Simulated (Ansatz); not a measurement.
Ta (Im-3m), LDA, DFPT electron-phonon coupling, linearised Boltzmann equation (Ansatz, a first-principles code): Condition of this run: functional LDA. phonon-limited resistivity 12.1 μΩ·cm at 300 K, 16.4 μΩ·cm at 400 K, current-weighted mean free path 3.7 nm, Drude plasma energy 9.36 eV.

Problem. Estimate the electronic thermal conductivity at 300 K by the Wiedemann-Franz law (L₀ = 2.44×10⁻⁸ W·Ω/K²).

Solution. L₀T/ρ = 2.44×10⁻⁸ × 300/(12.1×10⁻⁸) = 60.5 W/(m·K). Inelastic scattering puts the true Lorenz number somewhat under L₀ near and below the Debye temperature.

Problem. Estimate the resistivity of a 80 nm square wire with diffuse walls from ρ ≈ ρ₀(1 + 3ℓ/4d).

Solution. 1 + 0.75 × 3.7/80 = 1.03, so ρ ≈ 12.5 μΩ·cm and a line 1 μm long has 19.6 Ω. The formula is the free-electron limit for d well above ℓ; grain boundaries add to it.

Problem. What temperature coefficient of resistance follows, and how does it compare with 1/T?

Solution. (ρ₄₀₀ − ρ₃₀₀)/(100 K × ρ₃₀₀) = 3.55×10⁻³ K⁻¹, against 1/T = 3.33×10⁻³ K⁻¹ for a resistivity proportional to T. It lies higher because phonons are still being populated at 300 K; impurities would add a constant and lower it.

A metal at this level (no band gap). Only scattering by harmonic phonons is included (no impurities, grain boundaries, electron-electron scattering or thermal expansion). Spin-orbit coupling is left out, which matters with elements this heavy. The run warned that the eigensolver left some states short of its tolerance. Halving the electron mesh (36x36x36) moves the resistivity by up to 4 % at 300 K, the mean free path by up to 4 %. Smearing 0.20 eV; phonons on a 6x6x6 q mesh, which this run doesn't test.
